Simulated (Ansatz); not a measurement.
**In2Pt (space group Fm-3m, No. 225)**

In2Pt has the cubic space group Fm-3m (No. 225), Pearson symbol cF12. Conventional cell: a = b = c = 6.3722 Å, α = β = γ = 90.00°. In on 8c is coordinated by 4 Pt at 2.759 Å and 6 In at 3.186 Å. Pt on 4a is surrounded by 8 In at 2.759 Å (cubic). (Neighbours: up to the widest gap in distance over summed covalent radii, below 1.35, at either atom.)
(The calculation used a cell of 3 atoms; values per cell refer to that cell.)

The values are results of Ansatz (a quantum-chemistry and plane-wave program), PBEsol, PAW, cutoff 420 eV, spin-orbit coupling left out, not measurements. k-mesh 13×13×13 (Γ-centred); smearing 0.05 eV (Fermi–Dirac).

| Property | Result |
|---|---|
| Volume per atom | 21.56 Å³ |
| Density | 10.90 g/cm³ |
| Band gap | zero |
| Total energy | -7812.028 eV/atom (σ→0; compares only within this code and set-up) |

Whether these cells are dynamically stable was not tested. All final runs are without spin polarisation.
